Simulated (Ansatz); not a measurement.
Results of PBEsol in Ansatz (plane waves, PAW) for As (Cmce, No. 64).

Numerical settings: plane-wave cutoff 520 eV, 16×16×12 k mesh (along the axes of the cell as run), Fermi–Dirac smearing 0.05 eV, scalar-relativistic PAW data made under PBE.

Computed at the level's own relaxed cell.

### Question
Estimate the bulk modulus B0 that the calculation returns.

### Answer

- bulk modulus B0: 29.3 GPa

The run finds no gap.

Note: the bulk modulus is −V dP/dV from two relaxed cells at ±2 % in volume; the cell comes from a level without a dispersion term, which matters for the spacing of layers, chains or molecules.

It cost roughly 12 core-minutes of CPU time.

Ansatz is an electronic-structure program.
